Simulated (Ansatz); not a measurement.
An Ansatz (a program for electronic structure) run: ZnCu2SnS4 with a change (Li interstitial (started 2.37 Å from the nearest host atom)); PBE, PAW, 420 eV (Ansatz; no spin-orbit coupling).

Input:

Ansatz 0.2 input:
```yaml
crystal:
  lattice:
    - [-5.4683268188, 5.4683268188, 0]
    - [2.7341634094, 2.7341634094, 5.4674225811]
    - [2.7341634094, 2.7341634094, -5.4674225811]
  atoms:
    - { symbol: Cu, position: [-0.0023130288, 0.0017671701, -0.0023387214] }
    - { symbol: Cu, position: [0.4976417599, 0.4959550069, 0.5013721971] }
    - { symbol: Cu, position: [0.2476937172, 0.4980868909, 0.9972709365] }
    - { symbol: Cu, position: [0.7465401983, 0.0012953811, 0.4991137259] }
    - { symbol: Zn, position: [0.7523838169, 0.5002845149, 0.0018185009] }
    - { symbol: Zn, position: [0.2497519512, 0.0048570767, 0.4987956903] }
    - { symbol: Sn, position: [0.0006365863, 0.5001998264, 0.4979053925] }
    - { symbol: Sn, position: [0.5043220663, -0.0022574744, -0.0056660023] }
    - { symbol: S, position: [0.0012880709, 0.6372429177, 0.8933637942] }
    - { symbol: S, position: [0.502840182, 0.1388759127, 0.3992189001] }
    - { symbol: S, position: [0.9948454408, 0.1118528444, 0.3691431126] }
    - { symbol: S, position: [0.4955247942, 0.6082359015, 0.8674393298] }
    - { symbol: S, position: [0.7411263976, 0.6311589906, 0.38404266] }
    - { symbol: S, position: [0.2408856492, 0.1307618885, 0.8756859017] }
    - { symbol: S, position: [0.2631739954, 0.6237903024, 0.3673609493] }
    - { symbol: S, position: [0.7627327441, 0.1301767528, 0.8695513474] }
    - { symbol: Li, position: [0.2457169428, 0.2464464092, 0.2477343175] }
basis: { ecutwfc: 420, ecutrho_ratio: 4, xc_grid: 2, fft_grid_basis: typed }
kpoints: { mp_grid: { grid: [3, 4, 4] } }
hamiltonian:
  xc: pbe
  dispersion: none
  pseudopotentials: { kind: paw }
scf: { occupations: { method: fermi_dirac, width: 0.05 }, convergence: { dr2_threshold: 0.0000000017 } }
relax: { f_tol: 0.02, max_steps: 45 }
output: { forces: true, stress: true }
checkpoint: { write: state.ck, write_every: 1000 }
```

Output (explanatory and most iteration lines left out):

```
Relaxation: its limit of steps is 45 (relax.max_steps)
Pseudopotential: Cu, paw, valence charge 19
Pseudopotential: Zn, paw, valence charge 12
Pseudopotential: Sn, paw, valence charge 14
Pseudopotential: S, paw, valence charge 6
Pseudopotential: Li, paw, valence charge 3
Crystal: 17 atoms, lattice volume = 326.980 Å³
Basis set: ecut = 420 eV, 6371 PW (Γ), exchange–correlation on 108×90×90 points (8 copies of the dense FFT grid, shifted against one another)
Bands: 108, of which v1, the nominal top of the filled ones, is band 90 counted from 1 (89 counted from 0)
Symmetry: 1 space group operations
Space group: P1 (ITA 1), of the structure as read, at distance tolerance 6.9e-5 Å
k-points: 26 of 48 (time reversal used)
Functional: x = pbe(κ = 0.804, μ = 0.2195149727645171), c = pbe(β = 0.06672455060314922)
SCF iter   1: F=—  HF=-52615.786254 eV  |F-HF|=—  |Δ(HF+E_count)|=         —  Δρ=2.71e-3  dr2=2.95e-2  ethr=1.77e-3  ⟨swp⟩=6.6  Hψ=11669  notcnv=0  defer=120
SCF iter   2: F=—  HF=-52615.786328 eV  |F-HF|=—  |Δ(HF+E_count)|=   7.38e-5  Δρ=2.91e-3  dr2=1.87e-2  ethr=1.65e-5  ⟨swp⟩=2.0  Hψ=5097  notcnv=0  defer=236
SCF 1 converged in 12 iterations: F = -52615.782706 eV  dr2 = 8.73e-10
relax step   1: F+E_penalty+E_count = -52615.78270622 eV  Δ(F+E_penalty+E_count) = +0.000e0 eV  max|allowed force component| = 1.278e0 eV/Å  Δτ_max = 0.0000 Å  (12 SCF iters, accepted)
Crystal: 17 atoms, lattice volume = 326.980 Å³
SCF iter   1: F=—  HF=-52616.199212 eV  |F-HF|=—  |Δ(HF+E_count)|=         —  Δρ=7.29e-3  dr2=1.08e-1  ethr=5.93e-5  ⟨swp⟩=2.1  Hψ=12236  notcnv=0  defer=137
SCF iter   2: F=—  HF=-52616.198671 eV  |F-HF|=—  |Δ(HF+E_count)|=   5.41e-4  Δρ=5.01e-3  dr2=7.65e-2  ethr=5.93e-5  ⟨swp⟩=2.7  Hψ=4712  notcnv=0  defer=137
SCF 2 converged in 12 iterations: F = -52616.176573 eV  dr2 = 6.22e-10
relax step   2: F+E_penalty+E_count = -52616.17657251 eV  Δ(F+E_penalty+E_count) = -3.939e-1 eV  max|allowed force component| = 2.665e-1 eV/Å  Δτ_max = 0.1939 Å  (12 SCF iters, accepted)
Crystal: 17 atoms, lattice volume = 326.980 Å³
SCF iter   1: F=—  HF=-52616.224299 eV  |F-HF|=—  |Δ(HF+E_count)|=         —  Δρ=2.95e-3  dr2=1.92e-2  ethr=1.03e-4  ⟨swp⟩=5.0  Hψ=7223  notcnv=0  defer=245
SCF iter   2: F=—  HF=-52616.223627 eV  |F-HF|=—  |Δ(HF+E_count)|=   6.72e-4  Δρ=1.73e-3  dr2=8.03e-3  ethr=1.07e-5  ⟨swp⟩=2.0  Hψ=5259  notcnv=0  defer=245
SCF 3 converged in 11 iterations: F = -52616.221568 eV  dr2 = 4.41e-10
relax step   3: F+E_penalty+E_count = -52616.22156757 eV  Δ(F+E_penalty+E_count) = -4.500e-2 eV  max|allowed force component| = 1.480e-1 eV/Å  Δτ_max = 0.0649 Å  (11 SCF iters, accepted)
Crystal: 17 atoms, lattice volume = 326.980 Å³
SCF iter   1: F=—  HF=-52616.232976 eV  |F-HF|=—  |Δ(HF+E_count)|=         —  Δρ=2.04e-3  dr2=1.04e-2  ethr=4.23e-5  ⟨swp⟩=5.0  Hψ=7820  notcnv=0  defer=241
SCF iter   2: F=—  HF=-52616.232483 eV  |F-HF|=—  |Δ(HF+E_count)|=   4.94e-4  Δρ=1.11e-3  dr2=5.28e-3  ethr=5.81e-6  ⟨swp⟩=2.0  Hψ=5143  notcnv=0  defer=241
SCF 4 converged in 10 iterations: F = -52616.231201 eV  dr2 = 1.42e-9
relax step   4: F+E_penalty+E_count = -52616.23120129 eV  Δ(F+E_penalty+E_count) = -9.634e-3 eV  max|allowed force component| = 7.821e-2 eV/Å  Δτ_max = 0.0412 Å  (10 SCF iters, accepted)
Crystal: 17 atoms, lattice volume = 326.980 Å³
SCF iter   1: F=—  HF=-52616.232402 eV  |F-HF|=—  |Δ(HF+E_count)|=         —  Δρ=8.59e-4  dr2=1.69e-3  ethr=1.08e-5  ⟨swp⟩=3.0  Hψ=5548  notcnv=0  defer=241
SCF iter   2: F=—  HF=-52616.232303 eV  |F-HF|=—  |Δ(HF+E_count)|=   9.95e-5  Δρ=4.96e-4  dr2=5.93e-4  ethr=9.44e-7  ⟨swp⟩=2.0  Hψ=5139  notcnv=0  defer=241
[...]
  atom   7  Sn     0.00050137    -0.00125616     0.00247369
  atom   8  Sn     0.00058181    -0.00037099    -0.00243659
  atom   9  S     -0.00025098     0.00338028    -0.00454916
  atom  10  S      0.00114668    -0.00048538     0.00345025
  atom  11  S     -0.00307286     0.00104424    -0.00570197
  atom  12  S      0.00311806    -0.00130853     0.00199107
  atom  13  S     -0.00039541    -0.00210134     0.00457951
  atom  14  S      0.00099302     0.00108849    -0.00099138
  atom  15  S     -0.00372769     0.00144049    -0.00040729
  atom  16  S     -0.00004160    -0.00006738     0.00067854
  atom  17  Li    -0.00010996    -0.00039760    -0.00009585
--- Stress (GPa, compression-positive) ---
        3.274245       0.118160      -0.001651
        0.118160       2.356561       0.002886
       -0.001651       0.002886       2.570921
  P = ⅓ Tr σ = 2.7339 GPa (27.339 kbar)
--- Relaxed structure (6 steps of the walk, 6 accepted, 0 SCFs on fresh bases) ---
  atoms:
    - { symbol: Cu, position: [0.005132412903471981, -0.0004408875709053752, 0.0013590309716947054] }
    - { symbol: Cu, position: [0.4942581331139253, 0.4999347448486463, 0.5018399591845671] }
    - { symbol: Cu, position: [0.2496370232909903, 0.4999919790161068, 1.0012453847298617] }
    - { symbol: Cu, position: [0.7495747333114089, 0.0036117418810140967, 0.4974461929701013] }
    - { symbol: Zn, position: [0.7497410274226789, 0.49631539523510826, 0.004734223043938696] }
    - { symbol: Zn, position: [0.24966139386186134, -0.0009231062220748099, 0.5023782701496047] }
    - { symbol: Sn, position: [-0.021672323473620747, 0.5220490586846539, 0.5216461948279602] }
    - { symbol: Sn, position: [0.521168440746474, -0.02031669585033956, -0.021198790996667785] }
    - { symbol: S, position: [0.0029022859278736157, 0.6409336883982442, 0.915787984136947] }
    - { symbol: S, position: [0.500418704955668, 0.13331521506444863, 0.3866799159936367] }
    - { symbol: S, position: [0.9988369476939576, 0.11471621306639893, 0.3677113510782588] }
    - { symbol: S, position: [0.49649837427937854, 0.5852104115942676, 0.86052884592001] }
    - { symbol: S, position: [0.7170638637870476, 0.6427133808162434, 0.372259266255483] }
    - { symbol: S, position: [0.24172277585020088, 0.12972207027749083, 0.8726861094729079] }
    - { symbol: S, position: [0.25727641261690876, 0.628508804702187, 0.37172116551415235] }
    - { symbol: S, position: [0.7827309407653664, 0.1291402044303639, 0.8581806815485046] }
    - { symbol: Li, position: [0.24984013724640855, 0.2542480940281456, 0.24680624729903908] }
```

In so small a cell the defect repeats every few ångströms: this is an ordered compound, not a dilute defect. The final runs are not spin-polarised. The cell was made from ZnCu2SnS4 (space group I-4, No. 82) by this change: Li interstitial (started 2.37 Å from the nearest host atom). The defect cell is not spin-polarised.
